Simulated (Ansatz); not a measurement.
Base system: Nb in the bcc (W type) structure (space group Im-3m, No. 229; a = 3.3115 Å; relaxed with 0.1 eV smearing).

The values are results of PBE/PAW in Ansatz (an electronic-structure program), no SOC, not measurements.

Strains are applied to the cell and any free atomic positions relax.

One change was made to it. Results:

```json
[
 {"quantity": "energy relative to the base (free energy F)", "base": "0 meV/atom", "after": "+58 meV/atom"},
 {"quantity": "pressure", "base": "0.0 GPa", "after": "14.7 GPa"}
]
```

**Question.** Which of these changes matches the shifts?
A) isotropic strain −1.50 %
B) isotropic strain −2.50 %
C) isotropic strain −1.00 %
D) isotropic strain +1.50 %

**Answer.** B, isotropic strain −2.50 %. For comparison, the energy relative to the base in the other runs: isotropic strain −1.00 % gives +8.8 meV/atom; isotropic strain +1.50 % gives +19 meV/atom; isotropic strain −1.50 % gives +20 meV/atom.

No phonon test of stability was made. All final runs are without spin polarisation.
